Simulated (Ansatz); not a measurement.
Input:

```yaml
crystal:
  lattice:
    - [3.26982, 0.00000, 0.00000]
    - [0.00000, 3.26982, 0.00000]
    - [1.63491, -1.63491, 3.87847]
  atoms:
    - { symbol: Si, position: [0.33536, 0.66464, 0.32928] }
    - { symbol: Si, position: [0.66464, 0.33536, 0.67072] }
    - { symbol: Mo, position: [0.00000, 0.00000, 0.00000] }
```

No spin polarisation.

Computed with DFT with PBEsol, PAW potentials and a 420 eV plane-wave cutoff in Ansatz (a program for electronic structure), no SOC. Settings: 25×25×25 k-points, 0.1 eV Fermi–Dirac smearing.

Question: What band gap does the calculation give?

Answer: Zero.

Question: Estimate the mean in-plane stress (compression positive).

Answer: -11.3 GPa.

The cells carry an imposed strain or load. Whether these cells are dynamically stable was not tested. All final runs are without spin polarisation. The cell was made from MoSi$_{2}$ (space group I4/mmm, No. 139) by this change: biaxial strain +2.50 %, plane normal [001], relaxed out of plane.
